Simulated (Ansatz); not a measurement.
# Li on the 1x1 (110) surface of bcc Ta, one in a 2x2 cell, started at the site 'hollow Ta-Ta-Ta'

These are PBE (plane waves to 420 eV, PAW; Ansatz, a program for electronic structure) values and carry that method's errors.

Slab: 17 atoms, 6.8 Å thick at the start under the adsorbate (thin: gaps and levels are the slab's own); k 5x5x1, smearing 0.1 eV, dipole-corrected; 8 atoms held, the rest relaxed; start symmetry kept, larger cells not searched; no spin, no spin-orbit, no U, no dispersion correction. At the end it is bonded to 4 Ta. In PBE it is, or lies within 0.03 eV of, the lowest of the starts that converged.

```
Property                                                                                                                                         Result
--------------------------------------------------------------------------------------  ---------------------------------------------------------------
adsorption energy against an atom of bcc Li                                                                                                    -0.70 eV
work function of the top face                                                                                                                   2.54 eV
change of the work function                                                                                                                    -2.23 eV
change of the step from the bottom to the top vacuum level, against the clean slab                                                             -2.18 eV
energy released by relaxation                                                                                                                  0.038 eV
height of the binding atom over the mean of the host atoms within 0.3 Å of the top one                                                          2.395 Å
nearest host atoms of the binding atom                                                                         Ta at 2.94 Å, Ta at 2.94 Å, Ta at 3.32 Å
largest move of a host atom                                                                                                                      0.05 Å
note                                                                                    in the relaxation the adsorbate left its starting site by 0.6 Å
cost                                                                                                                        very roughly 6 core-minutes
```

A negative adsorption energy means that the adsorbate is more stable on the surface than in its reference.
